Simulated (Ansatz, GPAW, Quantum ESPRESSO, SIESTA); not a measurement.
**ZnCu₂SnS₄ (I-4, 8 atoms in the cell) computed with different codes at matched settings**

Self-consistent single point.

```xyz
8
Lattice="-2.7138 2.7138 5.4285 2.7138 -2.7138 5.4285 2.7138 2.7138 -5.4285" Properties=species:S:1:pos:R:3 pbc="T T T"
Zn     0.0000     2.7138     2.7143
Cu     0.0000     0.0000     0.0000
Cu     2.7138     0.0000     2.7143
Sn     0.0000     0.0000     5.4285
S      1.3148     1.2773     1.4005
S      1.2773     4.1128    -1.4005
S      1.3990     1.4365     6.8290
S      1.4365    -1.3990     4.0281
```

Shared settings, as Ansatz (a first-principles code) writes them: kpoints.mp_grid.grid = 2 2 2; scf.occupations.method = fermi_dirac; scf.occupations.width = 0.1 eV. Potentials and cutoffs stand in the table.

```tsv
code	model	pressure (GPa)	largest force (eV/Å)	cutoff
Ansatz	PBE, PAW files	1.97	0.168	default
Quantum ESPRESSO	PBE, PSlibrary PAW (PBE) pseudopotentials	1.60	0.195	55 Ry
GPAW	PBE, GPAW PAW datasets PBE (gpaw-data 1.0.1)	2.15	0.093	800 eV
SIESTA	GGA PBE, numerical atomic orbitals TZP, PseudoDojo PBE standard norm-conserving potentials (rewritten from UPF to PSML)	2.94	0.209	grid 400 Ry
```

On Ansatz's run: spin polarisation is off.

The spread over the programs that give each value: pressure within 1.34 GPa; largest force within 0.116 eV/Å.

SIESTA uses small atom-centred bases, whose incompleteness enters pressures, forces and empty levels differently from a plane-wave cutoff. Ansatz's pressure is given at a fixed set of plane waves, as the other plane-wave codes print theirs; with its correction for the finite basis it is 2.03 GPa. In the force vectors, GPAW (by 0.092) lies more than 0.08 eV/Å from the median of the plane-wave programs.

On the base mesh (4 4 4) the same programs gave: Ansatz pressure 1.70 GPa; Quantum ESPRESSO pressure 1.33 GPa; GPAW pressure 1.88 GPa; SIESTA pressure 2.80 GPa, gap on the mesh 0.344 eV.

The starting cell comes from a database of computed structures (which also holds hypothetical and non-ambient phases and stackings), without a prior relaxation at this level. Its lattice was rescaled by a random factor within 2.5 % of one.

Keys are those of Ansatz 0.2.
